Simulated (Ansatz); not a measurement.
The reference is SiS$_{2}$ in the 2H-MoS2 type structure (space group P6_3/mmc, No. 194; a = 3.210 Å, c = 11.768 Å; a hypothetical phase, not in the database extracts checked; layered, stacked along the Cartesian z axis). Axes: x lies along a and z along c of the hexagonal cell.

(Cell as relaxed with PBE-D3(BJ).)

Levels (all Ansatz, a first-principles code, PAW, earlier PAW set): PBE-D3(BJ) (420 eV, spin-orbit coupling left out); r2SCAN+rVV10 (500 eV, spin-orbit coupling left out).

Each level relaxes its own structure.

| base | PBE-D3(BJ) | r2SCAN+rVV10 |
|---|---|---|
| volume per atom | 17.50 Å³ | 18.24 Å³ |
| lattice parameter a | 3.210 Å | 3.224 Å |
| band gap | zero | zero |

Now apply this change: biaxial strain −0.87 %, plane normal [001], relaxed out of plane (Cartesian); in-plane vectors clamped, the third vector and the atoms free.

```json
[
 {"quantity": "volume per atom", "PBE-D3(BJ)": "17.21 Å³", "r2SCAN+rVV10": "[?]"},
 {"quantity": "pressure (mean of the normal stresses, compression positive)", "PBE-D3(BJ)": "1.6 GPa", "r2SCAN+rVV10": "[?]"}
]
```

Predict the r2SCAN+rVV10 column.


- volume per atom, r2SCAN+rVV10: 17.95 Å³
- pressure (mean of the normal stresses, compression positive), r2SCAN+rVV10: 1.7 GPa

PBE-D3(BJ)'s volume per atom lies 0.74 Å³ below r2SCAN+rVV10's (4.1 %). Neither level is exact; r2SCAN+rVV10 is the comparison here, not a measurement.

Stability against distortions was not tested. All final runs are without spin polarisation. Gaps under 0.05 eV, about the width of the smearing, are given as zero. The zero or small gap of SiS2 can change with the level of theory.
